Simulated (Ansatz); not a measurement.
# TiGe2 (Fddd, No. 70, 6 atoms in the cell; start mp-567889)

Level of theory: r²SCAN-D4 in Ansatz (PAW).

Numerical settings: plane-wave cutoff 500 eV, 10×10×10 k mesh, Fermi–Dirac smearing 0.05 eV, no spin polarisation, scalar-relativistic PAW data made under PBE.

Cell (relaxed at this level):

```xyz
6
Lattice="0.0000 4.2917 4.3683 2.5063 0.0000 4.3683 2.5063 4.2917 0.0000" Properties=species:S:1:pos:R:3 pbc="T T T"
Ti     3.7594     6.4375     6.5525
Ti     2.5063     4.2917     4.3683
Ge     1.2531     0.7073     2.1842
Ge     1.2531     3.5844     2.1842
Ge     2.5063     1.4385     4.3683
Ge     2.5063     7.1448     4.3683
```

- band gap: zero (no gap)

Note: the relaxation could not lower the start's symmetry, so the cell can be a saddle point above a distorted one.

Spin–orbit coupling is not included.

The computed numbers hold no vibrational or temperature effects.

A start named mp-… is a Materials Project structure, which need not be a measured phase.

Ansatz is an electronic-structure program.
